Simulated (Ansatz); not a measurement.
Strongest site found for several adsorbates on bcc W (110).

The numbers are results of PBE (plane waves to 420 eV, PAW; Ansatz, a first-principles code), not measurements.

Counted are starts at which the adsorbate stayed whole and on top. Thin slabs; no dispersion, zero-point or thermal terms; negative values mean binding.

```
adsorbate, area an adsorbate          reference  bonded to  E_ads (eV)  shortest bond to the host (Å)
----------------------------  -----------------  ---------  ----------  -----------------------------
O, 7 Å²                                 ½ O2(g)        3 W         [?]                            [?]
NH3, 29 Å²                               NH3(g)          W       -0.86                           2.29
S, 7 Å²                                 ⅛ S8(g)        3 W       -1.66                           2.33
Li, 29 Å²                     an atom of bcc Li        4 W       -0.76                           2.80
Cl, 14 Å²                              ½ Cl2(g)        3 W       -2.08                           2.47
Mg, 29 Å²                     an atom of hcp Mg        4 W       -0.38                           2.79
F, 7 Å²                                 ½ F2(g)        2 W         [?]                           2.12
S, 29 Å²                                ⅛ S8(g)        4 W         [?]                           2.39
Cu, 7 Å²                      an atom of fcc Cu        4 W       -0.30                           2.58
```

**Question.** Fill in the missing entries.

**Answer.** 
- O, 7 Å², E_ads (eV): -3.88
- O, 7 Å², shortest bond to the host (Å): 2.01
- F, 7 Å², E_ads (eV): -3.69
- S, 29 Å², E_ads (eV): -3.24
